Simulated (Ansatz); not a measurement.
The starting structures come from a database of crystals and need not be the phases stable at ambient conditions.

Tunnelling through a barrier is set by its complex band structure: the current falls as exp(−2κd) with the smallest κ.

Given:

```
CELL_PARAMETERS angstrom
      3.84928     0.00000     0.00000
     -1.92464     3.33357     0.00000
      1.92464     1.11119     3.23721
ATOMIC_POSITIONS crystal
  Si 0.50000 0.75000 0.75000
  Si 0.00000 0.00000 0.00000
```

The cell is strained (lengths along the current scaled by 1.03, ions clamped); by r2SCAN it stands under a pressure of -2.6 GPa.

Transport runs along the normal of the first two printed cell vectors, the (111) (indices of the unstrained crystal) plane of the conventional cell.

The gap is the functional's own, uncorrected, and κ follows it; spin-orbit coupling is left out. Mid-gap means the computed energy nearest the middle.

### Question
Give the band gap and the smallest decay constant κ at mid-gap that r2SCAN in Ansatz (a program for electronic structure) yields.

### Answer
Gap 0.78 eV on a 12×12×12 mesh; κ = 0.086 1/Å, at the zone centre.
